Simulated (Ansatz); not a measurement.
**CaO: energy against strain**

CaO (rock salt, Fm-3m, 13.542 Å³/atom at rest) under an equal strain ε in the (111) plane with the normal axis free, as in a coherent film. PBEsol in Ansatz, a plane-wave DFT program (PAW, default set), 420 eV, 12×12×12 Γ-centred mesh, Fermi-Dirac smearing 0.05 eV; ions are relaxed within the symmetry of each cell.

Here s stands for strain and y for E less E0.

```csv
strain (%),E less E0 (meV/atom)
-1.25,3.30
-0.83,1.44
-0.42,0.35
0.00,0.00
0.42,0.35
0.83,1.40
1.25,3.15
2.50,?
```

**Question.** Using a parabola, estimate the missing y at s = 2.50 from the other rows, showing the fit.

**Answer.** Least squares gives y = -0.009 - 0.0455·s + 2.0698·s². Residuals (row less fit): 0.018, -0.015, -0.025, 0.009, 0.013, 0.021, -0.018; standard error 0.023 (degrees of freedom: 4). Twice the quadratic coefficient over the volume, 2 × 2.0698 meV × 10⁴ × 0.1602 / 13.542 Å³, is twice the biaxial elastic modulus of this plane = 490 ± 3 GPa. At the withheld row, y = -0.009 - 0.0455 × 2.50 + 2.0698 × 2.50² = 12.814 meV/atom. The calculation gives 12.33 meV/atom, 0.484 meV/atom below the prediction (3.9 % of the range of y in the table). The row lies outside the fitted rows, so this is an extrapolation. From the scatter of the fitted rows alone, a prediction at this place has a standard error of 0.090 meV/atom, so the miss is 5.4 times that.

One order more, fitted to all 13 runs of the series, follows each within 0.01, so the miss is the next term of a smooth law. Rows are the converged runs of the series near zero and its far end; series whose fitted rows scatter by over a few per cent of the range, as at a crossing or softening among them, aren't shown in this form. Most that stay on the fit to the last digits aren't either.
